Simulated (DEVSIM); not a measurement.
Device: illuminated Si n-on-p cell, one wavelength, at 300 K.

```tsv
layer (left to right)	material	thickness (μm)	Nd (cm⁻³)	Na (cm⁻³)	τn (s)	τp (s)	absorption coefficient (cm⁻¹)
1	Si	0.340	3e18	-	2.8e-7	6.2e-6	120
2	Si	40.0	-	1.2e16	1.2e-5	1.2e-5	120
```

Left contact: ohmic, minority hole recombination velocity 100 cm/s. Right contact: ohmic, minority electron recombination velocity 5e6 cm/s. Voltage is applied to the left contact. Recombination: SRH at mid-gap, radiative, Auger. Light enters at the left, 3.5e17 photons cm⁻² s⁻¹, one pass, no reflection. Mobility is μmin + (μ − μmin)/(1 + (N/Nref)^α).

Constants are typed, rounded textbook-type inputs, not results; the design itself was drawn at random and stands for no fabricated device. Values at 300 K.

| parameter | Si |
|---|---|
| gap (eV) | 1.124 |
| affinity (eV) | 4.05 |
| permittivity | 11.7 |
| Nc (cm⁻³) | 2.86e19 |
| Nv (cm⁻³) | 3.1e19 |
| μn (cm²/Vs) | 1417 |
| μp (cm²/Vs) | 470 |
| μn,min | 52 |
| μp,min | 45 |
| Nref,n | 9.7e16 |
| Nref,p | 2.2e17 |
| αn | 0.68 |
| αp | 0.72 |
| B (cm³/s) | 4.7e-15 |
| Cn (cm⁶/s) | 2.8e-31 |
| Cp (cm⁶/s) | 9.9e-32 |

DEVSIM, 1D drift-diffusion, Boltzmann statistics, complete ionisation; no tunnelling, impact ionisation, image-force lowering or self-heating.

The photon flux was swept, all else fixed.

```
photon flux (cm^-2 s^-1)  fill factor  open-circuit voltage (V)  share of generated pairs collected at short circuit  largest power (mW/cm²)
------------------------  -----------  ------------------------  ---------------------------------------------------  ----------------------
1e16                             0.79                     0.444                                                0.547                   0.117
3.5e16                           0.79                     0.476                                                0.547                   0.445
1e17                             0.80                         …                                                0.547                    1.36
3.5e17                           0.81                     0.536                                                0.548                    5.12
1e18                             0.82                     0.563                                                0.548                    15.5
3.5e18                           0.82                     0.595                                                0.549                    58.0
1e19                             0.83                     0.622                                                0.553                     175
```

Q: Some entries are withheld; supply them.

A: 
- 1e17, open-circuit voltage (V): 0.503
